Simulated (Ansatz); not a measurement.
Base system: SiC in the zinc blende structure (space group F-43m, No. 216).

```yaml
crystal:
  lattice:
    - [0.00000, 2.17817, 2.17817]
    - [2.17817, 0.00000, 2.17817]
    - [2.17817, 2.17817, 0.00000]
  atoms:
    - { symbol: Si, position: [0.00000, 0.00000, 0.00000] }
    - { symbol: C, position: [0.25000, 0.25000, 0.25000] }
```

Cartesian axes are those of the cell as printed.

Computed with Ansatz (a program for electronic structure), r2SCAN, PAW, cutoff 500 eV, scalar-relativistic without spin-orbit coupling.

Strains are applied to the cell and any free atomic positions relax.

One change was made to it. Results:

| quantity | base | after |
|---|---|---|
| shortest interatomic distance | 1.886 Å | 1.882 Å |
| energy relative to the base (free energy F) | 0 meV/atom | +1.1 meV/atom |
| valley order (the lowest conduction-band minima on the path, energy above the VBM, named in the base's zone) | X along ⟨100⟩ 1.71 eV | X along [001] 1.65 eV; X along [010] 1.66 eV |

What was done to the base?
A. tensor shear ε_xy = +1.43 %
B. tensor shear ε_xy = +0.57 %
C. tensor shear ε_xy = +1.14 %

B, tensor shear ε_xy = +0.57 %. For comparison, the valley order in the other runs: tensor shear ε_xy = +1.14 % gives X along [001] 1.57 eV; X along [010] 1.60 eV; tensor shear ε_xy = +1.43 % gives X along [001] 1.53 eV; X along [010] 1.57 eV.

The levels and masses belong to the bands next to the band gap. No phonon test of stability was made.
